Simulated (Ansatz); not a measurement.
The parent structure is Al2O3 in the corundum structure (space group R-3c, No. 167; a = 4.7589 Å, c = 12.9952 Å (hexagonal axes)). Axes: x lies along a and z along c of the hexagonal cell.

Computed with Ansatz (an electronic-structure program) r2SCAN, no spin-orbit coupling.

Strains are applied to the cell and any free atomic positions relax; under biaxial strain the out-of-plane vector relaxes too.

One change was made to it. Results:

```json
[
 {"quantity": "band gap", "base": "7.14 eV", "after": "7.63 eV"},
 {"quantity": "pressure (mean of the normal stresses, compression positive)", "base": "0.00 GPa", "after": "11.11 GPa"}
]
```

Q: Which change produced these results?
(A) strain tensor (xx, yy, zz, yz, xz, xy) = (+3.07, +1.46, −1.18, +0.81, +0.19, −1.22) %
(B) biaxial strain −2.52 %, plane normal [001], relaxed out of plane
(C) biaxial strain −1.91 %, plane normal [001], relaxed out of plane

A: B, biaxial strain −2.52 %, plane normal [001], relaxed out of plane. For comparison, the band gap in the other runs: strain tensor (xx, yy, zz, yz, xz, xy) = (+3.07, +1.46, −1.18, +0.81, +0.19, −1.22) % gives 6.41 eV; biaxial strain −1.91 %, plane normal [001], relaxed out of plane gives 7.53 eV.

Stability against distortions was not tested.
